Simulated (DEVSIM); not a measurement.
Structure: abrupt Si n-p junction, at 250 K.

```csv
layer (left to right),material,thickness (μm),Nd (cm⁻³),Na (cm⁻³),τn (s),τp (s)
1,Si,2.00,2.3e16,-,3.4e-7,3.4e-7
2,Si,0.550,-,3.2e14,3.4e-7,3.4e-7
```

Left contact: ohmic. Right contact: ohmic. Voltage is applied to the left contact. Recombination: SRH at mid-gap. Mobility is μmin + (μ − μmin)/(1 + (N/Nref)^α).

Constants are typed, rounded textbook-type inputs, not results; the design itself was drawn at random and stands for no fabricated device. Values at 300 K; Nc and Nv go as T^1.5, mobilities as T to minus their exponent, the gap by Varshni's rule with the affinity fixed.

```
parameter               Si
----------------  --------
gap (eV)             1.124
affinity (eV)         4.05
permittivity          11.7
Nc (cm⁻³)          2.86e19
Nv (cm⁻³)           3.1e19
μn (cm²/Vs)           1417
μp (cm²/Vs)            470
μn,min                  52
μp,min                  45
Nref,n              9.7e16
Nref,p              2.2e17
αn                    0.68
αp                    0.72
T exponent of μn       2.3
T exponent of μp       2.2
Varshni α (eV/K)  0.000473
Varshni β (K)          636
```

Simulated with DEVSIM: 1D drift-diffusion, Boltzmann statistics, complete ionisation; no tunnelling, impact ionisation, image-force lowering or self-heating.

The thickness of layer 2 was swept, all else fixed.

```tsv
thickness of layer 2 (μm)	largest field in the device at zero bias (V/cm)	dark forward voltage at 100 A/cm² (V)	dark forward voltage at 1 A/cm² (V)
0.11	43000	0.610	0.493
0.19	31000	0.625	0.504
0.33	21000	0.647	0.518
0.55	15000	0.676	0.537
0.94	11000	0.702	0.564
1.7	10000	0.727	0.591
2.8	10000	0.747	0.606
```

From the first row to the last the largest field in the device at zero bias goes from 43000 to 10000. From the first row to the last the dark forward voltage at 100 A/cm² goes from 0.610 to 0.747.
